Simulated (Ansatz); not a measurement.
The reference is ZrS₂ in the CdI2 type structure (space group P-3m1, No. 164; a = 3.6743 Å, c = 5.8603 Å; layered, stacked along the Cartesian z axis). Axes: x lies along a and z along c of the hexagonal cell.

The values are results of r2SCAN+rVV10 (Ansatz, a first-principles code), no SOC, not measurements.

For the base:

The band gap comes out as 1.17 eV and the volume per atom is 22.84 Å³.

Now apply this change: biaxial strain −1.56 %, plane normal [001], relaxed out of plane (Cartesian); in-plane vectors clamped, the third vector and the atoms free.

Question: What happens to the band gap and volume per atom?

Answer: The band gap shrinks by 0.08 eV (1.17 eV → 1.09 eV); the volume per atom drops by 0.56 Å³ (22.84 Å³ → 22.28 Å³).

Stability against distortions was not tested.
